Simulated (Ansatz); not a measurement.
**Hypothetical CsCl type NbAs: response to strain**

Consider NbAs in the CsCl type structure (space group Pm-3m, No. 221; a hypothetical phase, not in the database extracts checked; relaxed with 0.1 eV smearing).

```xyz
2
Lattice="3.2178 0.0000 0.0000 0.0000 3.2178 0.0000 0.0000 0.0000 3.2178" Properties=species:S:1:pos:R:3 pbc="T T T"
Nb     0.0000     0.0000     0.0000
As     1.6089     1.6089     1.6089
```

Cartesian axes are those of the cell as printed.

Strains are applied to the cell and any free atomic positions relax; under biaxial strain the out-of-plane vector relaxes too.

Levels (all Ansatz, a program for electronic structure, PAW): PBE (420 eV, spin-orbit coupling left out); PBEsol (420 eV, no spin-orbit coupling).

The base cell above is that of PBE; each level relaxes its own structures.

Notes on the quantities. energy relative to the base: free energy F.

```json
[
 {"case": "biaxial strain +2.80 %, plane normal [001], relaxed out of plane", "energy relative to the base, PBE": "+27 meV/atom", "energy relative to the base, PBEsol": "(withheld)"},
 {"case": "biaxial strain +1.08 %, plane normal [110], relaxed out of plane", "energy relative to the base, PBE": "+4.0 meV/atom", "energy relative to the base, PBEsol": "(withheld)"},
 {"case": "biaxial strain −2.39 %, plane normal [111], relaxed out of plane", "energy relative to the base, PBE": "+21 meV/atom", "energy relative to the base, PBEsol": "(withheld)"},
 {"case": "biaxial strain +0.76 %, plane normal [111], relaxed out of plane", "energy relative to the base, PBE": "+2.0 meV/atom", "energy relative to the base, PBEsol": "+2.2 meV/atom"},
 {"case": "uniaxial strain ε_zz = +0.62 %", "energy relative to the base, PBE": "+0.6 meV/atom", "energy relative to the base, PBEsol": "+0.6 meV/atom"},
 {"case": "tensor shear ε_yz = +3.91 %", "energy relative to the base, PBE": "+33 meV/atom", "energy relative to the base, PBEsol": "+35 meV/atom"}
]
```

Question: What belongs in the blanks?

Answer: 
- biaxial strain +2.80 %, plane normal [001], relaxed out of plane, energy relative to the base, PBEsol: +29 meV/atom
- biaxial strain +1.08 %, plane normal [110], relaxed out of plane, energy relative to the base, PBEsol: +4.3 meV/atom
- biaxial strain −2.39 %, plane normal [111], relaxed out of plane, energy relative to the base, PBEsol: +23 meV/atom

The two levels differ by at most about 2.5 meV/atom. They put the cases in the same order.

Stability against distortions was not tested. The final runs are not spin-polarised.
